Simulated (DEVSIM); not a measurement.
System: Cr/SiO2/n-Si capacitor, at 300 K.

```tsv
layer (left to right)	material	thickness (nm)	Nd (cm⁻³)
1	SiO2	18.0	-
2	Si	6000	9.1e15
```

Metal gate on the left, work function 4.5 eV. Fixed charge at the semiconductor interface -8.2e11 cm⁻² (in units of +e); no interface traps.

This is a model device: material constants are rounded textbook-type values typed into the input, and sizes, dopings and lifetimes were drawn at random. Values at 300 K.

| parameter | SiO2 | Si |
|---|---|---|
| gap (eV) | 9 | 1.124 |
| affinity (eV) | 0.9 | 4.05 |
| permittivity | 3.9 | 11.7 |
| Nc (cm⁻³) | - | 2.86e19 |
| Nv (cm⁻³) | - | 3.1e19 |

Simulated with DEVSIM: 1D Poisson equation in equilibrium, Boltzmann statistics, complete ionisation; no quantum confinement or tunnelling. Metal contacts follow the ideal Schottky-Mott rule: no Fermi-level pinning, no interface dipoles.

Q: Tabulate band edges, carrier densities and field at 2.3 V on the gate.

A: Energies count from the Fermi level of the right contact; mesh points crowd at the junctions.

```json
[
 {"x (μm)": "0.000", "Ec (eV)": "1.300", "Ev (eV)": "-7.700", "n (cm⁻³)": "< 1e2", "p (cm⁻³)": "< 1e2", "field (V/cm)": "1000000"},
 {"x (μm)": "0.001540", "Ec (eV)": "1.462", "Ev (eV)": "-7.538", "n (cm⁻³)": "< 1e2", "p (cm⁻³)": "< 1e2", "field (V/cm)": "1000000"},
 {"x (μm)": "0.005036", "Ec (eV)": "1.829", "Ev (eV)": "-7.171", "n (cm⁻³)": "< 1e2", "p (cm⁻³)": "< 1e2", "field (V/cm)": "1000000"},
 {"x (μm)": "0.01141", "Ec (eV)": "2.498", "Ev (eV)": "-6.502", "n (cm⁻³)": "< 1e2", "p (cm⁻³)": "< 1e2", "field (V/cm)": "1000000"},
 {"x (μm)": "0.01651", "Ec (eV)": "3.033", "Ev (eV)": "-5.967", "n (cm⁻³)": "< 1e2", "p (cm⁻³)": "< 1e2", "field (V/cm)": "1000000"},
 {"x (μm)": "0.01800", "Ec (eV)": "0.039", "Ev (eV)": "-1.085", "n (cm⁻³)": "6.2e18", "p (cm⁻³)": "< 1e2", "field (V/cm)": "560000"},
 {"x (μm)": "0.01964", "Ec (eV)": "0.067", "Ev (eV)": "-1.057", "n (cm⁻³)": "2.2e18", "p (cm⁻³)": "< 1e2", "field (V/cm)": "130000"},
 {"x (μm)": "0.02601", "Ec (eV)": "0.115", "Ev (eV)": "-1.009", "n (cm⁻³)": "3.3e17", "p (cm⁻³)": "350", "field (V/cm)": "48000"},
 {"x (μm)": "0.03974", "Ec (eV)": "0.155", "Ev (eV)": "-0.969", "n (cm⁻³)": "7.0e16", "p (cm⁻³)": "1700", "field (V/cm)": "18000"},
 {"x (μm)": "0.07210", "Ec (eV)": "0.188", "Ev (eV)": "-0.936", "n (cm⁻³)": "2.0e16", "p (cm⁻³)": "5900", "field (V/cm)": "5400"},
 {"x (μm)": "0.1502", "Ec (eV)": "0.205", "Ev (eV)": "-0.919", "n (cm⁻³)": "1.0e16", "p (cm⁻³)": "11000", "field (V/cm)": "690"},
 {"x (μm)": "0.4535", "Ec (eV)": "0.208", "Ev (eV)": "-0.916", "n (cm⁻³)": "9.1e15", "p (cm⁻³)": "13000", "field (V/cm)": "≈ 0"},
 {"x (μm)": "1.071", "Ec (eV)": "0.208", "Ev (eV)": "-0.916", "n (cm⁻³)": "9.1e15", "p (cm⁻³)": "13000", "field (V/cm)": "≈ 0"},
 {"x (μm)": "2.648", "Ec (eV)": "0.208", "Ev (eV)": "-0.916", "n (cm⁻³)": "9.1e15", "p (cm⁻³)": "13000", "field (V/cm)": "≈ 0"},
 {"x (μm)": "4.970", "Ec (eV)": "0.208", "Ev (eV)": "-0.916", "n (cm⁻³)": "9.1e15", "p (cm⁻³)": "13000", "field (V/cm)": "≈ 0"},
 {"x (μm)": "5.584", "Ec (eV)": "0.208", "Ev (eV)": "-0.916", "n (cm⁻³)": "9.1e15", "p (cm⁻³)": "13000", "field (V/cm)": "≈ 0"},
 {"x (μm)": "5.839", "Ec (eV)": "0.208", "Ev (eV)": "-0.916", "n (cm⁻³)": "9.1e15", "p (cm⁻³)": "13000", "field (V/cm)": "≈ 0"},
 {"x (μm)": "5.944", "Ec (eV)": "0.208", "Ev (eV)": "-0.916", "n (cm⁻³)": "9.1e15", "p (cm⁻³)": "13000", "field (V/cm)": "≈ 0"},
 {"x (μm)": "5.996", "Ec (eV)": "0.208", "Ev (eV)": "-0.916", "n (cm⁻³)": "9.1e15", "p (cm⁻³)": "13000", "field (V/cm)": "≈ 0"},
 {"x (μm)": "6.010", "Ec (eV)": "0.208", "Ev (eV)": "-0.916", "n (cm⁻³)": "9.1e15", "p (cm⁻³)": "13000", "field (V/cm)": "≈ 0"},
 {"x (μm)": "6.015", "Ec (eV)": "0.208", "Ev (eV)": "-0.916", "n (cm⁻³)": "9.1e15", "p (cm⁻³)": "13000", "field (V/cm)": "≈ 0"},
 {"x (μm)": "6.018", "Ec (eV)": "0.208", "Ev (eV)": "-0.916", "n (cm⁻³)": "9.1e15", "p (cm⁻³)": "13000", "field (V/cm)": "≈ 0"}
]
```
